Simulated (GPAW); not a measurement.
A self-consistent single point of ZnS (P6_3mc, 4 atoms in the cell) with GPAW.

Computed with LDA (Perdew-Wang 92), GPAW PAW datasets LDA (gpaw-data 1.0.1) (plane waves; GPAW).

```
ZnS
1.0
    3.80580     0.00000     0.00000
   -1.90290     3.29592     0.00000
    0.00000     0.00000     6.23798
Zn S
2 2
Direct
  0.33333   0.66667   0.00014
  0.66667   0.33333   0.50014
  0.33333   0.66667   0.37486
  0.66667   0.33333   0.87486
```

Reference input (self-consistent single point, DFT PBE, plane waves, GPAW PAW datasets PBE (gpaw-data 1.0.1)): mode = pw; ecut = 800 eV; xc = PBE; kpts = 8 8 5; mesh shift (steps) = 0 0 0; occupations.name = fermi-dirac; occupations.width = 0.05 eV; nbands = -4; convergence.density = 1e-05 e/electron; convergence.energy = 1e-05 eV/electron; convergence.bands = -2; symmetry.symmorphic = false. This run's input differs from it in these lines:

```diff
@@ -15,3 +15,3 @@
 calc = GPAW(mode={'name': 'pw', 'ecut': 800},
-            xc='PBE',
+            xc='LDA',
             kpts={'size': (8, 8, 5), 'gamma': True},
```

Its files differ too (potentials: GPAW PAW datasets LDA (gpaw-data 1.0.1)).

Log, with long lists cut:

```
     iter     time        total  log10-change:
                         energy   eigst   dens
iter:   1 --:--:--   -16.827009   +1.01
iter:   2 --:--:--   -16.967455   +0.62  -1.20
iter:   3 --:--:--   -16.665634   -0.23  -1.23
iter:   4 --:--:--   -16.585306   -1.01  -1.42
iter:   5 --:--:--   -16.571746   -1.46  -1.59
iter:   6 --:--:--   -16.568014   -2.18  -2.47
iter:   7 --:--:--   -16.571098   -2.61  -2.69
iter:   8 --:--:--   -16.567991   -2.77  -2.46
iter:   9 --:--:--   -16.567686   -3.34  -3.09
iter:  10 --:--:--   -16.567701c  -3.59  -3.53
iter:  11 --:--:--   -16.567680c  -3.99  -3.41
iter:  12 --:--:--   -16.567676c  -4.16  -3.69
iter:  13 --:--:--   -16.567677c  -4.47  -4.50
iter:  14 --:--:--   -16.567677c  -4.75  -4.65
   [... 3 lines left out ...]
iter:  18 --:--:--   -16.567677c  -6.22  -4.61
iter:  19 --:--:--   -16.567677c  -6.57  -4.48
iter:  20 --:--:--   -16.567677c  -7.11  -4.80
iter:  21 --:--:--   -16.567677c  -7.40  -4.85
iter:  22 --:--:--   -16.567677c  -7.69c -5.45c
Converged after 22 iterations.

Dipole moment: (-0.000000, 0.000000, 3.469911) |e|*Ang

Energy contributions relative to reference atoms: (reference = -119224.971294)

Kinetic:        +16.193026
Potential:      -13.675446
External:        +0.000000
XC:             -19.203988
Entropy (-ST):   -0.000000
Local:           +0.118730
SIC:             +0.000000
--------------------------
Free energy:    -16.567677
Extrapolated:   -16.567677

Showing only first 2 kpts
 Kpt  Band  Eigenvalues  Occupancy
  0    16      3.58290    2.00000
  0    17      3.58291    2.00000
  0    18      5.54672    0.00000
  0    19      6.46646    0.00000

  1    16      3.48740    2.00000
  1    17      3.48742    2.00000
  1    18      6.24690    0.00000
  1    19      6.56630    0.00000

Fermi level: 4.58046

Gap: 1.964 eV
Transition (v -> c):
   [... lines left out ...]
Energy (eV): -16.567677

Forces in eV/Ang:
  0 Zn   -0.00000    0.00000    0.00358
  1 Zn   -0.00000   -0.00000    0.00358
  2 S     0.00000    0.00000   -0.00386
  3 S     0.00000   -0.00000   -0.00386

Stress tensor:
     0.026795    -0.000000     0.000000
    -0.000000     0.026795     0.000000
     0.000000     0.000000     0.026370
Stress (GPa, Voigt): [ 4.2931  4.2931  4.2249  0.      0.     -0.    ]
```

The run converged in 22 iterations. GPAW prints stress with tension positive. Against the reference run the pressure goes from 2.39 to -4.27 GPa, the largest force goes from 0.012 to 0.004 eV/Å and the gap on the mesh goes from 2.213 to 1.964 eV.

The starting cell comes from a database of computed structures (which also holds hypothetical and non-ambient phases and stackings), without a prior relaxation at this level. With a pressure of about -4 GPa the cell is away from its equilibrium volume at this level.

Cost on one core of a shared machine: roughly 50 s.
